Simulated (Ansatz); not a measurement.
The parent structure is Ru in the hcp (Mg type) structure (space group P6_3/mmc, No. 194; a = 2.692 Å, c = 4.246 Å). Axes: x lies along a and z along c of the hexagonal cell.

Calculations: PBEsol (Ansatz, a program for electronic structure), scalar-relativistic without spin-orbit coupling.

Now apply this change: a free-standing slab of 4 layers (4 atoms, 1 a layer) is cut normal to the z axis, with 15 Å of vacuum and the in-plane cell held at bulk.

Task: What does the calculation give for the excess energy per area of both faces and change of the spacing d23 from its bulk value of 2.123 Å after the change?

Result: The excess energy per area of both faces (slab less bulk energy over the cell's area: twice a surface energy) amounts to 6.1 J/m² (uncertain by up to 0.1 J/m²); the change of the spacing d23 from its bulk value of 2.123 Å amounts to +0.5 %.

The excess energy carries the mismatch between the slab's and the bulk's meshes. No phonon test of stability was made. The final runs are not spin-polarised.
